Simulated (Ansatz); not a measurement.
Worked example: self-consistent single point of Pb (Fm-3m, 1 atom in the cell) in Ansatz (a first-principles code)

Method: PBE (plane waves, PAW; Ansatz).

Input:

Ansatz 0.2 input:
```yaml
crystal:
  lattice:
    - [0.000000, 2.467575, 2.467575]
    - [2.467575, 0.000000, 2.467575]
    - [2.467575, 2.467575, 0.000000]
  atoms:
    - { symbol: Pb, position_ang: [0.000000, 0.000000, 0.000000] }
basis:
  ecutwfc: 420.0
kpoints:
  mp_grid:
    grid: [12, 12, 12]
hamiltonian:
  xc: pbe
  pseudopotentials:
    kind: paw
scf:
  occupations:
    method: gaussian
    width: 0.1
output:
  forces: true
  eigenvalues: true
  stress: true
```

Log, with long lists cut:

```
WARN ansatz: RAYON_NUM_THREADS=1 ignored (pool sized by the plan → 1); use --threads N
Pseudopotentials: kind: paw
Pseudopotential: Pb, paw, valence charge 14
Crystal: 1 atoms, lattice volume = 30.050 Å³
Basis set: ecut = 420 eV, 609 PW (Γ), exchange–correlation on 48×48×48 points (8 copies of the dense FFT grid, shifted against one another)
Bands: 11, of which v1, the nominal top of the filled ones, is band 7 counted from 1 (6 counted from 0)
Symmetry: 48 space group operations
Space group: Fm-3m (ITA 225), of the structure as read, at distance tolerance 3.1e-5 Å
k-points: 72 of 1728
Initial density: superposition of atomic densities (neutral atoms: chi_scale 0, normalization atom), corrected by the library's trained network
Initial wavefunctions: pseudopotential atomic-orbital guess
Eigensolver: davidson
Functional: x = pbe(κ = 0.804, μ = 0.2195149727645171), c = pbe(β = 0.06672455060314922)
SCF iter   1: F=—  HF=-11906.385742 eV  |F-HF|=—  |Δ(HF+E_count)|=         —  Δρ=6.57e-4  dr2=1.00e-4  ethr=1.77e-3  ⟨swp⟩=5.6  Hψ=5221  notcnv=0
all-band conjugate gradients solve this SCF's bands
preconditioner: auto → none
SCF iter   2: F=—  HF=-11906.385346 eV  |F-HF|=—  |Δ(HF+E_count)|=   3.95e-4  Δρ=5.85e-4  dr2=5.10e-5  ethr=7.14e-7  ⟨swp⟩=2.0  Hψ=1823  notcnv=0
SCF iter   3: F=—  HF=-11906.385357 eV  |F-HF|=—  |Δ(HF+E_count)|=   1.03e-5  Δρ=1.29e-4  dr2=3.44e-6  ethr=3.64e-7  ⟨swp⟩=2.0  Hψ=1274  notcnv=0
SCF iter   4: F=—  HF=-11906.385358 eV  |F-HF|=—  |Δ(HF+E_count)|=   1.75e-6  Δρ=2.74e-5  dr2=2.17e-7  ethr=2.46e-8  ⟨swp⟩=2.0  Hψ=866  notcnv=0
iter 5 did not close the SCF: its close was put off for the readings that it lacked (scf_convergence_deferred on its scf_iter line)
SCF iter   5: F=-11906.385358 eV  HF=-11906.385358 eV  |F-HF|=6.22e-9  |Δ(HF+E_count)|=   8.56e-8  Δρ=5.75e-6  dr2=6.38e-9  ethr=1.55e-9  ⟨swp⟩=2.1  Hψ=1220  notcnv=0
SCF iter   6: F=-11906.385358 eV  HF=-11906.385358 eV  |F-HF|=1.13e-10  |Δ(HF+E_count)|=   2.48e-9  Δρ=5.59e-7  dr2=1.04e-10  ethr=4.56e-11  ⟨swp⟩=3.6  Hψ=3505  notcnv=0
SCF 1 converged in 6 iterations: F = -11906.385358 eV  dr2 = 1.04e-10
SCF converged after 6 iterations
Free energy (F): -11906.385358 eV
Harris-Foulkes:  -11906.385358 eV  (|F-HF|=1.13e-10)
Internal energy: -11906.378745 eV  (E = F + TS)
E sigma→0 (E₀):  -11906.382052 eV
Entropy (-TS):   -0.006613 eV (-6.613 meV/atom)
Fermi energy:    11.144941 eV
--- Per-component energies (eV) ---
  E_band       = -34.872973
  E_kinetic    = 289.300404
  E_local      = -1009.152641  (includes V_loc(G=0)·N_el)
  E_nonlocal   = 349.540782
  E_hartree    = 401.424453
  E_xc         = -221.008747
  E_vxc        = -132.798467  (∫ρ·V_xc dr)
  E_paw        = -10405.479718  (= ΣΔE_a)
  E_vpaw       = -334.611601  (= ΣTr[D̂ρ^β])
  E_aug_tail   = 0.000048  (compensation charges beyond the density's cutoff)
  E_ewald      = -1311.003326
  E_smearing   = -0.006613  (= −TS)
  E_closure    = -0.000000  (closes the sum)
  Σ components = -11906.385358   (vs F -11906.385358, Δ=0.00e0)
--- Forces (eV/Å), atoms counted from 1 ---
  atom   1  Pb    -0.00000000    -0.00000000    -0.00000000
  max |Σ_I F_I| component: 5.42e-31 eV/Å
--- Stress (GPa, compression-positive) ---
        3.146877      -0.000000      -0.000000
        0.000000       3.146877       0.000000
        0.000000      -0.000000       3.146877
  P = ⅓ Tr σ = 3.1469 GPa (31.469 kbar)
  The stress holds the Pulay correction. Without it, at fixed plane waves, as pw.x and ABINIT print it: P = 3.1236 GPa
--- Band table (eV; the first three rows and the last of 72) ---
  k-point 0: bands = ["-5.9800", "-5.9800", "-5.9800", "-5.8361", "-5.8361", "-0.7063", "18.5947", "18.5947", "18.5947", "20.8586", "22.5653"]
  k-point 1: bands = ["-5.9803", "-5.9698", "-5.9698", "-5.8367", "-5.8367", "-0.5712", "17.0497", "18.4267", "18.4267", "20.5927", "23.2035"]
  k-point 2: bands = ["-5.9826", "-5.9497", "-5.9497", "-5.8303", "-5.8303", "-0.1653", "14.4436", "18.0209", "18.0209", "20.2983", "23.7319"]
  k-point 71: bands = ["-5.9680", "-5.9186", "-5.9186", "-5.7882", "-5.6626", "4.5241", "9.7109", "9.7109", "11.3602", "22.0345", "23.3081"]
```

The run converged in 6 iterations.

The starting cell has typed, rounded lattice constants, without a prior relaxation at this level. Its lattice was rescaled by up to half a per cent. Spin-orbit coupling is off. With a pressure of about 3 GPa the cell is away from its equilibrium volume at this level. Ansatz's pressure includes its estimate of the finite-basis (Pulay) stress.
